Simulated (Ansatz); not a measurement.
# fcc Ag (0 0 1) on zinc-blende GaAs (0 0 1) (film strained to the substrate, started from cuts of the bulks and a machine-learned relaxation; slabs As6Ga5 and Ag12, which can lie off the formulas)

A periodic stack without vacuum, fcc Ag (0 0 1) on zinc-blende GaAs (0 0 1) (film strained to the substrate, started from cuts of the bulks and a machine-learned relaxation; slabs As6Ga5 and Ag12, which can lie off the formulas): substrate slab As6Ga5, film Ag12, surface cells [[1, 0], [1, 1]] and [[0, -1], [2, 1]], film strained by -2.1 and -2.1 %, outermost planes As/As and Ag/Ag as cut, which need not be the usual terminations and can put a slab off its formula.

The start was prepared with a machine-learned potential, and the result is one local minimum, with the in-plane cell held and forces under 0.04 eV/Å; the film can end far from its bulk form.

Calculation: PBE (plane waves to 420 eV, PAW; Ansatz, a program for electronic structure). Spin–orbit coupling is left out; the runs are not spin-polarised; PBE gaps are too small against experiment. Its k-point mesh 8×8×1, Fermi–Dirac width 0.05 eV.

interface area: 16.5 Å²
period: 28.87 Å
heights between the nearest atoms of the two slabs at the two interfaces: 1.73 and 1.71 Å
Ag–As contacts across the interfaces within 1.22 times the sum of covalent radii: 8, mean 2.75 Å
estimate of the barrier: withheld, since the Fermi level falls at or inside a band of the host, which a slab this thin can't settle

```
Ag12Ga5As6
1.0
    4.06258     0.00012     0.09318
   -0.00004     4.06281    -0.04881
   -0.66366    -1.71871    28.88612
As Ga Ag
6 5 12
Cartesian
  0.28890   1.53943   3.83350
  2.39868  -0.53886   0.98771
  0.15563   1.60453   9.58657
  2.25476  -0.45578   6.78282
  0.02677   1.64640  15.38433
  2.12147  -0.39730  12.53563
  0.25696  -0.47373   5.29792
  2.35316   1.51072   2.43371
  0.12272  -0.41108  11.05061
  2.21970   1.59319   8.19652
  2.09213   1.65189  13.95944
  1.97112  -0.34303  19.46579
 -0.05980   1.68772  19.37877
 -0.01151  -0.36660  17.13744
  2.01475   1.66886  17.39104
  1.87529  -0.30024  23.71507
 -0.15591   1.73138  23.63838
 -0.10729  -0.32334  21.53683
  1.92394   1.70799  21.57184
  1.77826  -0.24580  27.87411
 -0.25722   1.78993  28.06931
 -0.20525  -0.27427  25.78797
  1.82567   1.75687  25.82909
```
